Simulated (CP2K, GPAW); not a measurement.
A CP2K input for a self-consistent single point of Ir (Fm-3m, 1 atom in the cell) (DFT PBE, GPW, DZVP-MOLOPT-SR-GTH basis, GTH-PBE potentials (GTH_POTENTIALS)):

```
&GLOBAL
  PROJECT ir
  RUN_TYPE ENERGY_FORCE
  PRINT_LEVEL MEDIUM
&END GLOBAL
&FORCE_EVAL
  METHOD Quickstep
  STRESS_TENSOR ANALYTICAL
  &DFT
    BASIS_SET_FILE_NAME BASIS_MOLOPT
    POTENTIAL_FILE_NAME GTH_POTENTIALS
    &QS
      METHOD GPW
      EPS_DEFAULT 1E-10
    &END QS
    &MGRID
      CUTOFF 500
      REL_CUTOFF 40
      NGRIDS 5
    &END MGRID
    &SCF
      SCF_GUESS ATOMIC
      EPS_SCF 1E-6
      MAX_SCF 100
      ADDED_MOS 4
      &DIAGONALIZATION
        ALGORITHM STANDARD
      &END DIAGONALIZATION
      &MIXING
        METHOD BROYDEN_MIXING
        ALPHA 0.3
        NBUFFER 10
      &END MIXING
      &SMEAR ON
        METHOD FERMI_DIRAC
        ELECTRONIC_TEMPERATURE [K] 580.23
      &END SMEAR
    &END SCF
    &KPOINTS
      SCHEME MONKHORST-PACK 12 12 12
      GAMMA_CENTERED T
    &END KPOINTS
    &XC
      &XC_FUNCTIONAL PBE
      &END XC_FUNCTIONAL
    &END XC
    &PRINT
      &MO
        EIGENVALUES T
        OCCUPATION_NUMBERS T
        NDIGITS 8
        FILENAME mo
        &EACH
          QS_SCF 0
        &END EACH
        ADD_LAST NUMERIC
      &END MO
      &MULLIKEN ON
      &END MULLIKEN
    &END PRINT
  &END DFT
  &SUBSYS
    &CELL
      A 2.73099300 0.00000000 0.00000000
      B 1.36549700 2.36511000 0.00000000
      C 1.36549700 0.78837000 2.22984700
      PERIODIC XYZ
    &END CELL
    &COORD
      SCALED
      Ir       0.00000000     0.00000000     0.00000000
    &END COORD
    &KIND Ir
      BASIS_SET DZVP-MOLOPT-SR-GTH-q17
      POTENTIAL GTH-PBE-q17
    &END KIND
  &END SUBSYS
  &PRINT
    &FORCES ON
    &END FORCES
    &STRESS_TENSOR ON
    &END STRESS_TENSOR
  &END PRINT
&END FORCE_EVAL
```

Problem. Give the GPAW input for the same structure, mesh, smearing and functional.

Solution. This is the input that was run; spellings and numerical settings could be chosen otherwise.

```python
from ase import Atoms
from ase.units import GPa
from gpaw import GPAW

atoms = Atoms(['Ir'],
              cell=[[0.000000, 1.931104, 1.931104],
                    [1.931104, 0.000000, 1.931104],
                    [1.931104, 1.931104, 0.000000]],
              scaled_positions=[[0.000000, 0.000000, 0.000000]],
              pbc=True)

calc = GPAW(mode={'name': 'pw', 'ecut': 550},
            xc='PBE',
            kpts={'size': (12, 12, 12), 'gamma': True},
            occupations={'name': 'fermi-dirac', 'width': 0.05},
            nbands=-9,
            symmetry={'symmorphic': False, 'tolerance': 0.0005},
            maxiter=100)

atoms.calc = calc

energy = atoms.get_potential_energy()
print('Energy (eV):', round(energy, 6))
forces = atoms.get_forces()
print('Forces (eV/Ang):')
print(forces.round(5))
stress = atoms.get_stress()
print('Stress (GPa, Voigt):', (stress / GPa).round(4))
```

Basis settings and potentials, where a program has them, do not carry over. This input uses DFT PBE, plane waves, GPAW PAW datasets PBE (gpaw-data 1.0.1). Both were run: pressure -0.08 GPa in CP2K and 0.53 in GPAW.

On CP2K: the starting cell comes from a database of computed structures (which also holds hypothetical and non-ambient phases and stackings), without a prior relaxation at this level. Its lattice was rescaled by a random factor within 2.5 % of one. For this run, on top of that: lattice scaled by 0.98. Spin polarisation is off. Values carry the incompleteness of an atom-centred basis.

On GPAW: the starting cell comes from a database of computed structures (which also holds hypothetical and non-ambient phases and stackings), without a prior relaxation at this level. Its lattice was rescaled by a random factor within 2.5 % of one. For this run, on top of that: lattice scaled by 0.98. Spin polarisation is off.
